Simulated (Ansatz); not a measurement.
**What pressure 1.5 GPa does to NaOH**

The reference is NaOH (space group Cmcm, No. 63; a = 3.404 Å, b = 10.886 Å, c = 3.371 Å; a cell from a computed database, its experimental status unchecked; layered, stacked along the Cartesian y axis).

Now apply this change: a hydrostatic pressure of 1.5 GPa.

The values are results of PBEsol (Ansatz, a program for electronic structure; PAW; 420 eV plane waves; no spin-orbit coupling), not measurements. Γ-centred 10×10×10 mesh, Fermi–Dirac width 0.05 eV.

Volume per atom: 9.93 Å³ (base 10.41 Å³)
Density: 2.23 g/cm³ (base 2.13 g/cm³)
Shortest interatomic distance: 0.974 Å (base 0.974 Å)
Enthalpy H = E + PV relative to the base's energy: +0.10 eV/atom
Band gap: 3.16 eV (an upper bound: an edge found on the path is not a true extremum; the base alone) (base 2.99 eV)

Cost of the whole job for the changed cell (relaxation, final SCF and bands): around 110 core-seconds (rough).

Load acts through the strain it causes; cell and atoms are relaxed under it. Whether these cells are dynamically stable was not tested. No dispersion term is included in the PBEsol runs.
